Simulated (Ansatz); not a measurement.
Start from Mg2Sn (space group Fm-3m, No. 225; relaxed with 0.1 eV smearing).

```yaml
crystal:
  lattice:
    - [0.00000, 3.33192, 3.33192]
    - [3.33192, 0.00000, 3.33192]
    - [3.33192, 3.33192, 0.00000]
  atoms:
    - { symbol: Mg, position: [0.25000, 0.25000, 0.25000] }
    - { symbol: Mg, position: [0.75000, 0.75000, 0.75000] }
    - { symbol: Sn, position: [0.00000, 0.00000, 0.00000] }
```

Computed with DFT with LDA, PAW potentials and a 420 eV plane-wave cutoff in Ansatz (a program for electronic structure), spin-orbit coupling left out.

For the base:

The pressure is 0.0 GPa.

The change: the cell is scaled by 1.0150 in all directions; the atoms relax in the strained cell.

How does this affect the energy relative to the base?

The energy goes up by 6.8 meV/atom.

What does the calculation give for the pressure after the change?

The pressure goes from zero to -1.9 GPa.

Whether these cells are dynamically stable was not tested.
